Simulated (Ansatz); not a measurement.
Registries of In2O3-ML on In2O3-ML (In2O3-ML a predicted or substrate-bound sheet, here free); energies are over the lowest registry tried, which need not be among these:

A. antiparallel, shifted by (2/3,1/3); facing O atop O
B. antiparallel, shifted by (2/3,1/3), flipped; facing O atop O
C. parallel, no shift; facing O atop O

Methods: PBE+D3(BJ) (plane waves to 420 eV, PAW; Ansatz, an electronic-structure program); r2SCAN (plane waves to 500 eV, PAW; Ansatz). Geometries and values that name no level are of the first. No spin–orbit coupling; PBE gaps are too small against experiment. A dipole correction is on.

Q: Order them by energy over the lowest registry, lowest first.

A: C (40.5 meV/Å²), A (41.1 meV/Å²), B (44.4 meV/Å²)
